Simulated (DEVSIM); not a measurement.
Structure: Schottky contact on n-type β-Ga2O3, at 400 K.

| layer (left to right) | material | thickness (μm) | Nd (cm⁻³) | τn (s) | τp (s) |
|---|---|---|---|---|---|
| 1 | β-Ga2O3 | 0.920 | 2.1e17 | 8.5e-8 | 8.5e-8 |
| 2 | β-Ga2O3 | 39.0 | 9.2e17 | 8.5e-8 | 8.5e-8 |

Left contact: Schottky, work function 5.29 eV, emission velocity 5.5e6 cm/s. Right contact: ohmic. Voltage is applied to the left contact. Recombination: SRH at mid-gap, radiative. Mobility is μmin + (μ − μmin)/(1 + (N/Nref)^α).

Constants are typed, rounded textbook-type inputs, not results; the design itself was drawn at random and stands for no fabricated device. Values at 300 K; Nc and Nv go as T^1.5, mobilities as T to minus their exponent, the gap by Varshni's rule with the affinity fixed.

```csv
parameter,β-Ga2O3
gap (eV),4.8
affinity (eV),4
permittivity,10
Nc (cm⁻³),3.7e18
Nv (cm⁻³),5e20
μn (cm²/Vs),160
μp (cm²/Vs),1
"μn,min",20
"μp,min",0.1
"Nref,n",1e18
"Nref,p",1e18
αn,0.8
αp,0.8
T exponent of μn,1.8
T exponent of μp,1.5
B (cm³/s),1e-12
Varshni α (eV/K),0.0004
Varshni β (K),600
```

DEVSIM, 1D drift-diffusion, Boltzmann statistics, complete ionisation; no tunnelling, impact ionisation, image-force lowering or self-heating. Metal contacts follow the ideal Schottky-Mott rule: no Fermi-level pinning, no interface dipoles.

### Question
Tabulate band edges, carrier densities and field at zero bias.

### Answer
Energies count from the Fermi level of the right contact; mesh points crowd at the junctions.

```json
[
 {"x (μm)": "0.000", "Ec (eV)": "1.290", "Ev (eV)": "-3.486", "n (cm⁻³)": "320", "p (cm⁻³)": "< 1e2", "field (V/cm)": "-290000"},
 {"x (μm)": "0.03176", "Ec (eV)": "0.546", "Ev (eV)": "-4.230", "n (cm⁻³)": "7.5e11", "p (cm⁻³)": "< 1e2", "field (V/cm)": "-170000"},
 {"x (μm)": "0.1033", "Ec (eV)": "0.115", "Ev (eV)": "-4.661", "n (cm⁻³)": "2.0e17", "p (cm⁻³)": "< 1e2", "field (V/cm)": "-1700"},
 {"x (μm)": "0.2642", "Ec (eV)": "0.114", "Ev (eV)": "-4.662", "n (cm⁻³)": "2.1e17", "p (cm⁻³)": "< 1e2", "field (V/cm)": "≈ 0"},
 {"x (μm)": "0.6628", "Ec (eV)": "0.114", "Ev (eV)": "-4.662", "n (cm⁻³)": "2.1e17", "p (cm⁻³)": "< 1e2", "field (V/cm)": "≈ 0"},
 {"x (μm)": "0.8199", "Ec (eV)": "0.114", "Ev (eV)": "-4.662", "n (cm⁻³)": "2.1e17", "p (cm⁻³)": "< 1e2", "field (V/cm)": "≈ 0"},
 {"x (μm)": "0.8896", "Ec (eV)": "0.113", "Ev (eV)": "-4.663", "n (cm⁻³)": "2.2e17", "p (cm⁻³)": "< 1e2", "field (V/cm)": "-1200"},
 {"x (μm)": "0.9279", "Ec (eV)": "0.066", "Ev (eV)": "-4.710", "n (cm⁻³)": "8.3e17", "p (cm⁻³)": "< 1e2", "field (V/cm)": "-7700"},
 {"x (μm)": "0.9712", "Ec (eV)": "0.063", "Ev (eV)": "-4.713", "n (cm⁻³)": "9.2e17", "p (cm⁻³)": "< 1e2", "field (V/cm)": "≈ 0"},
 {"x (μm)": "1.073", "Ec (eV)": "0.063", "Ev (eV)": "-4.713", "n (cm⁻³)": "9.2e17", "p (cm⁻³)": "< 1e2", "field (V/cm)": "≈ 0"},
 {"x (μm)": "1.313", "Ec (eV)": "0.063", "Ev (eV)": "-4.713", "n (cm⁻³)": "9.2e17", "p (cm⁻³)": "< 1e2", "field (V/cm)": "≈ 0"},
 {"x (μm)": "2.256", "Ec (eV)": "0.063", "Ev (eV)": "-4.713", "n (cm⁻³)": "9.2e17", "p (cm⁻³)": "< 1e2", "field (V/cm)": "≈ 0"},
 {"x (μm)": "4.099", "Ec (eV)": "0.063", "Ev (eV)": "-4.713", "n (cm⁻³)": "9.2e17", "p (cm⁻³)": "< 1e2", "field (V/cm)": "≈ 0"},
 {"x (μm)": "8.436", "Ec (eV)": "0.063", "Ev (eV)": "-4.713", "n (cm⁻³)": "9.2e17", "p (cm⁻³)": "< 1e2", "field (V/cm)": "≈ 0"},
 {"x (μm)": "23.36", "Ec (eV)": "0.063", "Ev (eV)": "-4.713", "n (cm⁻³)": "9.2e17", "p (cm⁻³)": "< 1e2", "field (V/cm)": "≈ 0"},
 {"x (μm)": "32.90", "Ec (eV)": "0.063", "Ev (eV)": "-4.713", "n (cm⁻³)": "9.2e17", "p (cm⁻³)": "< 1e2", "field (V/cm)": "≈ 0"},
 {"x (μm)": "36.95", "Ec (eV)": "0.063", "Ev (eV)": "-4.713", "n (cm⁻³)": "9.2e17", "p (cm⁻³)": "< 1e2", "field (V/cm)": "≈ 0"},
 {"x (μm)": "38.67", "Ec (eV)": "0.063", "Ev (eV)": "-4.713", "n (cm⁻³)": "9.2e17", "p (cm⁻³)": "< 1e2", "field (V/cm)": "≈ 0"},
 {"x (μm)": "39.54", "Ec (eV)": "0.063", "Ev (eV)": "-4.713", "n (cm⁻³)": "9.2e17", "p (cm⁻³)": "< 1e2", "field (V/cm)": "≈ 0"},
 {"x (μm)": "39.77", "Ec (eV)": "0.063", "Ev (eV)": "-4.713", "n (cm⁻³)": "9.2e17", "p (cm⁻³)": "< 1e2", "field (V/cm)": "≈ 0"},
 {"x (μm)": "39.87", "Ec (eV)": "0.063", "Ev (eV)": "-4.713", "n (cm⁻³)": "9.2e17", "p (cm⁻³)": "< 1e2", "field (V/cm)": "≈ 0"},
 {"x (μm)": "39.92", "Ec (eV)": "0.063", "Ev (eV)": "-4.713", "n (cm⁻³)": "9.2e17", "p (cm⁻³)": "< 1e2", "field (V/cm)": "≈ 0"}
]
```
